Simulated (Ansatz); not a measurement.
Results of G0W0@PBEsol (hard PAW, contour deformation, complete-basis limit; Ansatz, an electronic-structure program) for Ca3P2 (Pm-3m, No. 221, 5 atoms in the cell; start mp-1013547).

Numerical settings: largest k mesh 6×6×6 (not extrapolated in the mesh).

Cell (relaxed with PBEsol):

```xyz
5
Lattice="5.2421 0.0000 0.0000 0.0000 5.2421 0.0000 0.0000 0.0000 5.2421" Properties=species:S:1:pos:R:3 pbc="T T T"
Ca     0.0000     2.6210     2.6210
Ca     2.6210     0.0000     2.6210
Ca     2.6210     2.6210     0.0000
P      0.0000     0.0000     0.0000
P      2.6210     2.6210     2.6210
```

What does this level give for the band gap?


- band gap: 0.96 eV (direct)

Note: the gap holds a correction of +0.13 eV to the complete basis.

The computed numbers hold no vibrational or temperature effects.

The result took very roughly 3 core-hours.

A start named mp-… is a Materials Project structure, which need not be a measured phase.
